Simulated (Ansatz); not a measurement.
Amorphous Si₃₃N₄₀, 73 atoms at 2.94 g/cm³, one PBE-relaxed geometry, zone centre. Methods: PBE, scalar-relativistic without spin-orbit coupling (Ansatz, a first-principles code); r2SCAN, scalar-relativistic without spin-orbit coupling (Ansatz); HSE06, scalar-relativistic without spin-orbit coupling (Ansatz). Plane waves to 420 eV (r2SCAN 500 eV); exact exchange is cut at the cell's faces. The usual formal charges leave 12 electrons over, so the level spacing at the Fermi energy parts defect or band states and needn't be the band gap. At PBE the levels at both edges of the gap are localised (band-tail or defect states), and the nearest spread-out levels lie 3.1 eV apart at the zone centre. The higher rungs were started with moments on some atoms, which died out.

A CHGNet melt-quench gave the starting glass, which DFT then relaxed. N atoms were pushed apart under 1.9 Å during the dynamics, to hinder bonds among them. The hot cell started wider than the set density and was brought back towards it in steps. It is the lowest in DFT energy of 2 quenches. It is a model cell: composition and starting density were chosen by hand, and all elements were melted together. No dispersion term was used. Its density started from a set value of 2.94 and ended at 2.94 g/cm³. The simulated quench (nominally 450 K/ps over its main leg) is rapid and tends to freeze in more defects than a deposited or slowly cooled glass has. One small periodic cell is one sample of the glass; other quenches scatter about these values. The volume was held where the preparation left it and the shape relaxed, at a PBE pressure of 3.7 GPa. Stress components on the final sampling reach 4.4 GPa. On a 2×2×2 Γ-centred mesh force components of up to 0.13 eV/Å stay, since the relaxation ran on the zone centre alone. Cycles of charging lowered its energy after that relaxation.

The relaxation ran on the zone centre alone. At PBE the level spacing at the Fermi energy is 0.55 eV on a 2×2×2 Γ-centred mesh, and the spacing at the zone centre alone 0.75 eV.

Q: What zone-centre spacing does r2SCAN give, roughly?

A: 0.88 eV (+0.13 eV against PBE).

Q: What zone-centre spacing does HSE06 give, roughly?

A: 1.50 eV (+0.75 eV against PBE).

The highest filled and the lowest empty state spread over these numbers of atoms (participation numbers): PBE: 3.6 and 5.7; r2SCAN: 3.4 and 5.3; HSE06: 3.2 and 5.4.
